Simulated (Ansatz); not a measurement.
The structure below was relaxed with LDA in Ansatz (plane waves to 420 eV, PAW, scalar-relativistic without spin-orbit coupling), at pressure 0.9 GPa.

```
CuI
1.0
    0.00000     2.91614     2.91614
    2.91614     0.00000     2.91614
    2.91614     2.91614     0.00000
Cu I
1 1
Direct
  0.00000   0.00000   0.00000
  0.25000   0.25000   0.25000
```

Find the space group and the Wyckoff positions.

Space group F-43m (No. 216); a = b = c = 5.832 Å, α = β = γ = 90.00°

| atom | site | symmetry | x | y | z |
|---|---|---|---|---|---|
| Cu | 4a | -43m | 0.0000 | 0.0000 | 0.0000 |
| I | 4d | -43m | 0.7500 | 0.7500 | 0.7500 |

Describe the coordination.

The crystal has 8 atoms in its conventional cell. Conventional cell: a = b = c = 5.832 Å, α = β = γ = 90.00°. Cu sees 4 I at 2.525 Å (tetrahedral). I is coordinated by 4 Cu at 2.525 Å (tetrahedral). (Neighbours: up to the widest gap in distance over summed covalent radii, below 1.35, at either atom; cation-cation and far metal-metal contacts left out.)

Spin-orbit coupling, missing from the scalar runs, can matter with I. Load acts through the strain it causes; cell and atoms are relaxed under it. Whether these cells are dynamically stable was not tested. The final runs are not spin-polarised. The cell was made from CuI in the zinc blende structure (space group F-43m, No. 216) by this change: pressure 0.9 GPa.

Ansatz is a program for electronic structure.
